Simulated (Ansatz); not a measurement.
Consider CdSe in the wurtzite structure (space group P6_3mc, No. 186; a = 4.302 Å, c = 7.021 Å).

Calculations: Ansatz (an electronic-structure program) PBEsol, spin-orbit coupling left out.

For the base:

| Property | Result |
|---|---|
| Volume per atom | 28.13 Å³ |

Perturbation: a hydrostatic pressure of 9 GPa.

How does this affect the volume per atom?

The volume per atom falls by 3.396 Å³ to 24.74 Å³.

Load acts through the strain it causes; cell and atoms are relaxed under it. Stability against distortions was not tested. Measured, CdSe leaves this structure (for rock salt) near 2.72 GPa (temperature not stated; as listed in Datta, Sujoy, Jana, Debnarayan, arXiv (2020)), on rising pressure, with hysteresis.
